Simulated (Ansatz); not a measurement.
Bulk modulus B0 of Ta₃W (model structure, started from the A15 type, Pm-3n, No. 223, 8 atoms in the cell) at several levels of theory

No measured value is used here.

```csv
level (code),value (GPa),cell (Å³/atom)
LDA (Ansatz),241,17.04
PBEsol (Ansatz),232,17.44
r²SCAN (Ansatz),230,17.76
```

Density-functional levels without +SOC have no spin–orbit coupling. LDA, PBEsol, r²SCAN: the run has no spin polarisation, so it can have missed a magnetic state. LDA, PBEsol, r²SCAN: the bulk modulus is −V dP/dV from two relaxed cells at ±2 % in volume. Each level is taken at its own relaxed cell. Cutoffs differ between the levels. Ansatz's density-functional and Hartree–Fock values are scalar-relativistic unless marked +SOC, with PAW data made under PBE.

A model structure was made by putting elements into a prototype or built by hand; it is no filed structure, need not be a known phase, and can be a saddle point held by its symmetry.

Ansatz is an electronic-structure program.
